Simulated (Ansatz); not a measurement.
An Ansatz (an electronic-structure program) run: BaMg2FeH8 with a change (isotropic strain −5.93 %); DFT with r2SCAN, PAW potentials and a 500 eV plane-wave cutoff in Ansatz, without spin-orbit coupling, earlier PAW set.

Input:

Ansatz 0.2 input:
```yaml
crystal:
  lattice:
    - [4.265673115, 0, 0]
    - [-2.1328365575, 3.6941812818, 0]
    - [0, 0, 6.5013292473]
  atoms:
    - { symbol: Ba, position: [0, 0, 0.5] }
    - { symbol: Mg, position: [0.6666666667, 0.3333333333, 0.8888327299] }
    - { symbol: Mg, position: [0.3333333333, 0.6666666667, 0.1111672701] }
    - { symbol: Fe, position: [0, 0, 0] }
    - { symbol: H, position: [0.3194048195, 0.1597024097, 0.1353627431] }
    - { symbol: H, position: [0.6805951805, 0.8402975903, 0.8646372569] }
    - { symbol: H, position: [0.8402975903, 0.1597024097, 0.1353627431] }
    - { symbol: H, position: [0.1597024097, 0.8402975903, 0.8646372569] }
    - { symbol: H, position: [0.8402975903, 0.6805951805, 0.1353627431] }
    - { symbol: H, position: [0.1597024097, 0.3194048195, 0.8646372569] }
    - { symbol: H, position: [0.6666666667, 0.3333333333, 0.6122058404] }
    - { symbol: H, position: [0.3333333333, 0.6666666667, 0.3877941596] }
basis: { ecutwfc: 500, ecutrho_ratio: 4, xc_grid: 4, fft_grid_basis: typed }
kpoints: { mp_grid: { grid: [7, 7, 4] } }
hamiltonian:
  xc: r2scan
  dispersion: none
  pseudopotentials: { azcp: { folder: ./paw }, kind: paw }
scf: { occupations: { method: fermi_dirac, width: 0.05 }, convergence: { dr2_threshold: 0.0000000012 } }
relax: { f_tol: 0.005, max_steps: 50 }
output: { forces: true, stress: true }
checkpoint: { write: state.ck, write_every: 1000 }
```

Output (explanatory and most iteration lines left out):

```
Relaxation: its limit of steps is 50 (relax.max_steps)
Pseudopotential: Ba, paw, valence charge 10
Pseudopotential: Mg, paw, valence charge 10
Pseudopotential: Fe, paw, valence charge 16
Pseudopotential: H, paw, valence charge 1
Crystal: 12 atoms, lattice volume = 102.449 Å³
Basis set: ecut = 500 eV, 2621 PW (Γ), exchange–correlation on 128×128×192 points (64 copies of the dense FFT grid, shifted against one another)
Bands: 39, of which v1, the nominal top of the filled ones, is band 27 counted from 1 (26 counted from 0)
Symmetry: 12 space group operations
Space group: P-3m1 (ITA 164), of the structure as read, at distance tolerance 4.7e-5 Å
k-points: 28 of 196
Functional: x = r2scan, c = r2scan; τ floored in thin density (d = 2e-4 eV/Å³)
SCF iter   1: F=—  HF=-14436.840313 eV  |F-HF|=—  |Δ(HF+E_count)|=         —  Δρ=1.21e-1  dr2=1.08e1  dr2_τ=1.85e-1  ethr=3.10e-3  ⟨swp⟩=8.9  Hψ=5757  notcnv=0  defer=42
SCF iter   2: F=—  HF=-14437.012283 eV  |F-HF|=—  |Δ(HF+E_count)|=   1.72e-1  Δρ=1.08e-1  dr2=1.42e1  dr2_τ=1.23e-1  ethr=3.10e-3  ⟨swp⟩=3.9  Hψ=2617  notcnv=0  defer=162
SCF 1 converged in 11 iterations: F = -14435.047808 eV  dr2 = 1.43e-10
relax step   1: F+E_penalty+E_count = -14435.04780812 eV  Δ(F+E_penalty+E_count) = +0.000e0 eV  max|allowed force component| = 8.386e-1 eV/Å  Δτ_max = 0.0000 Å  (11 SCF iters, accepted)
Crystal: 12 atoms, lattice volume = 102.449 Å³
SCF iter   1: F=—  HF=-14435.269725 eV  |F-HF|=—  |Δ(HF+E_count)|=         —  Δρ=1.46e-2  dr2=2.68e-1  dr2_τ=3.95e-2  ethr=4.73e-4  ⟨swp⟩=1.1  Hψ=3909  notcnv=0  defer=167
SCF iter   2: F=—  HF=-14435.317117 eV  |F-HF|=—  |Δ(HF+E_count)|=   4.74e-2  Δρ=1.94e-2  dr2=3.20e-1  dr2_τ=5.72e-3  ethr=4.73e-4  ⟨swp⟩=3.0  Hψ=1525  notcnv=0  defer=167
SCF 2 converged in 10 iterations: F = -14435.272396 eV  dr2 = 1.68e-10
relax step   2: F+E_penalty+E_count = -14435.27239554 eV  Δ(F+E_penalty+E_count) = -2.246e-1 eV  max|allowed force component| = 2.977e-1 eV/Å  Δτ_max = 0.1144 Å  (10 SCF iters, accepted)
Crystal: 12 atoms, lattice volume = 102.449 Å³
SCF iter   1: F=—  HF=-14435.309690 eV  |F-HF|=—  |Δ(HF+E_count)|=         —  Δρ=6.51e-3  dr2=5.45e-2  dr2_τ=3.56e-3  ethr=7.72e-4  ⟨swp⟩=3.5  Hψ=2050  notcnv=0  defer=169
SCF iter   2: F=—  HF=-14435.315092 eV  |F-HF|=—  |Δ(HF+E_count)|=   5.40e-3  Δρ=1.00e-2  dr2=8.50e-2  dr2_τ=1.58e-3  ethr=1.01e-4  ⟨swp⟩=2.8  Hψ=1809  notcnv=0  defer=169
SCF 3 converged in 9 iterations: F = -14435.303868 eV  dr2 = 1.71e-10
relax step   3: F+E_penalty+E_count = -14435.30386820 eV  Δ(F+E_penalty+E_count) = -3.147e-2 eV  max|allowed force component| = 4.691e-2 eV/Å  Δτ_max = 0.0295 Å  (9 SCF iters, accepted)
Crystal: 12 atoms, lattice volume = 102.449 Å³
SCF iter   1: F=—  HF=-14435.302918 eV  |F-HF|=—  |Δ(HF+E_count)|=         —  Δρ=7.79e-4  dr2=3.17e-4  dr2_τ=1.15e-3  ethr=6.36e-5  ⟨swp⟩=3.2  Hψ=2141  notcnv=0  defer=169
SCF iter   2: F=—  HF=-14435.304483 eV  |F-HF|=—  |Δ(HF+E_count)|=   1.57e-3  Δρ=6.45e-4  dr2=3.33e-4  dr2_τ=6.81e-6  ethr=5.88e-7  ⟨swp⟩=2.0  Hψ=2044  notcnv=0  defer=169
SCF 4 converged in 8 iterations: F = -14435.304468 eV  dr2 = 2.49e-10
relax step   4: F+E_penalty+E_count = -14435.30446835 eV  Δ(F+E_penalty+E_count) = -6.002e-4 eV  max|allowed force component| = 4.446e-2 eV/Å  Δτ_max = 0.0113 Å  (8 SCF iters, accepted)
Crystal: 12 atoms, lattice volume = 102.449 Å³
SCF iter   1: F=—  HF=-14435.304565 eV  |F-HF|=—  |Δ(HF+E_count)|=         —  Δρ=3.03e-4  dr2=7.48e-5  dr2_τ=9.38e-5  ethr=4.27e-7  ⟨swp⟩=2.6  Hψ=2453  notcnv=0  defer=169
SCF iter   2: F=—  HF=-14435.304687 eV  |F-HF|=—  |Δ(HF+E_count)|=   1.22e-4  Δρ=2.51e-4  dr2=5.10e-5  dr2_τ=8.83e-7  ethr=1.38e-7  ⟨swp⟩=2.0  Hψ=2044  notcnv=0  defer=169
SCF 5 converged in 8 iterations: F = -14435.304677 eV  dr2 = 1.34e-10
[...]
Internal energy: -14435.304677 eV  (E = F + TS)
E sigma→0 (E₀):  -14435.304677 eV
Fermi energy:    8.659885 eV
--- Forces (eV/Å), atoms counted from 1 ---
  atom   1  Ba     0.00000000     0.00000000     0.00000000
  atom   2  Mg    -0.00000000    -0.00000000     0.00069701
  atom   3  Mg     0.00000000     0.00000000    -0.00069701
  atom   4  Fe    -0.00000000     0.00000000     0.00000000
  atom   5  H     -0.00039014    -0.00022525    -0.00061595
  atom   6  H      0.00039014     0.00022525     0.00061595
  atom   7  H      0.00039014    -0.00022525    -0.00061595
  atom   8  H     -0.00039014     0.00022525     0.00061595
  atom   9  H     -0.00000000     0.00045050    -0.00061595
  atom  10  H      0.00000000    -0.00045050     0.00061595
  atom  11  H     -0.00000000     0.00000000    -0.00079963
  atom  12  H      0.00000000    -0.00000000     0.00079963
--- Stress (GPa, compression-positive) ---
       15.206841       0.000000      -0.000000
        0.000000      15.206841       0.000000
        0.000000       0.000000      13.145293
  P = ⅓ Tr σ = 14.5197 GPa (145.197 kbar)
--- Relaxed structure (5 steps of the walk, 5 accepted, 0 SCFs on fresh bases) ---
  atoms:
    - { symbol: Ba, position: [-7.948664832095413e-20, -1.5897329664190847e-19, 0.49999999999999994] }
    - { symbol: Mg, position: [0.6666666666666666, 0.3333333333333333, 0.8803683624102514] }
    - { symbol: Mg, position: [0.3333333333333333, 0.6666666666666666, 0.11963163758974843] }
    - { symbol: Fe, position: [-7.948664832095388e-20, -1.5897329664190732e-19, 2.7794371767275468e-21] }
    - { symbol: H, position: [0.33247269334386303, 0.1662363466719315, 0.14288913860328062] }
    - { symbol: H, position: [0.6675273066561369, 0.8337636533280686, 0.8571108613967192] }
    - { symbol: H, position: [0.8337636533280685, 0.1662363466719315, 0.14288913860328062] }
    - { symbol: H, position: [0.16623634667193155, 0.8337636533280686, 0.8571108613967192] }
    - { symbol: H, position: [0.8337636533280686, 0.6675273066561371, 0.14288913860328062] }
    - { symbol: H, position: [0.16623634667193152, 0.3324726933438631, 0.8571108613967192] }
    - { symbol: H, position: [0.6666666666666666, 0.3333333333333333, 0.5978627271936744] }
    - { symbol: H, position: [0.3333333333333333, 0.6666666666666666, 0.40213727280632555] }
```

Stability against distortions was not tested. The final runs are not spin-polarised. The cell was made from BaMg2FeH8 (space group P-3m1, No. 164; non-magnetic; a cell from a computed database, its experimental status unchecked) by this change: isotropic strain −5.93 %.
